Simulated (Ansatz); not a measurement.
System: ZnSe₂ (Pa-3, No. 205, 12 atoms in the cell; start mp-1102515). Method: r²SCAN+SOC in Ansatz (plane waves, PAW).

Numerical settings: plane-wave cutoff 560 eV, 6×6×6 k mesh, Fermi–Dirac smearing 0.01 eV, PAW data made under PBE.

Cell (relaxed with PBEsol):

```yaml
crystal:
  lattice:
    - [6.23883, 0.00000, 0.00000]
    - [0.00000, 6.23883, 0.00000]
    - [0.00000, 0.00000, 6.23883]
  atoms:
    - { symbol: Zn, position: [0.50000, 0.50000, 0.00000] }
    - { symbol: Zn, position: [0.00000, 0.50000, 0.50000] }
    - { symbol: Zn, position: [0.00000, 0.00000, 0.00000] }
    - { symbol: Zn, position: [0.50000, 0.00000, 0.50000] }
    - { symbol: Se, position: [0.10999, 0.89001, 0.39001] }
    - { symbol: Se, position: [0.89001, 0.10999, 0.60999] }
    - { symbol: Se, position: [0.39001, 0.10999, 0.89001] }
    - { symbol: Se, position: [0.60999, 0.89001, 0.10999] }
    - { symbol: Se, position: [0.60999, 0.60999, 0.60999] }
    - { symbol: Se, position: [0.39001, 0.39001, 0.39001] }
    - { symbol: Se, position: [0.89001, 0.39001, 0.10999] }
    - { symbol: Se, position: [0.10999, 0.60999, 0.89001] }
```

**Question.** Estimate the band gap and smallest direct gap on the k points sampled that the calculation returns.

**Answer.** 
- band gap: 1.12 eV
- smallest direct gap on the k points sampled: 1.13 eV

Note: cell and atoms aren't relaxed at this level (largest force component 0.11 eV/Å, pressure 2.1 GPa).

The computed numbers hold no vibrational or temperature effects.

A start named mp-… is a Materials Project structure, which need not be a measured phase.

Ansatz is a first-principles code.
